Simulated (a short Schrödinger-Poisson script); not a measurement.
Solved with a short Schrödinger-Poisson script written for these runs: 1D Poisson equation in equilibrium, electrons quantum, Hartree (BenDaniel-Duke, 12 states a valley, the channel's in-plane mass for all, wave functions free to enter the dielectric), parabolic valleys, classical holes, full ionisation, no traps, pinning or gate leakage.

Structure: MOS inversion layer, Si3N4 on p-type Ge(111), at 400 K.

From the gate side: 2.2 nm Si3N4; 180 nm Ge, acceptors 5e18 cm⁻³.

The device is made up for the run: typed textbook-type constants, with dimensions and the other settings drawn at random. Si3N4: permittivity 7.5, conduction-band edge (eV) 1.9, gap (eV) 5.1, electron mass (mₑ) 0.5. Ge: permittivity 16, conduction-band edge (eV) 0, gap (eV) 0.664, Nv at 300 K (cm⁻³) 6e18.

Channel valleys (confinement mass, in-plane density-of-states mass, number): L1 1.59, 0.08, 1; L3 0.09, 0.34, 3. At the gate the conduction-band edge of layer 1 lies 2.25 eV − eVg above the Fermi level of the channel; the field vanishes at the back. Gaps are held at their typed values at every temperature. Mesh 0.03 nm at interfaces.

Give the centroid of the channel electrons at Vg = 1.45 V (nm); the sheet density of all electrons at Vg = 0.85 V (cm⁻²); the capacitance at Vg = 1.45 V (μF/cm²).

centroid of the channel electrons at Vg = 1.45 V (nm): 1.27; sheet density of all electrons at Vg = 0.85 V (cm⁻²): 3.10e11; capacitance at Vg = 1.45 V (μF/cm²): 2.29. Only the L valleys are kept; under strong confinement the Δ valleys of Ge fill too.
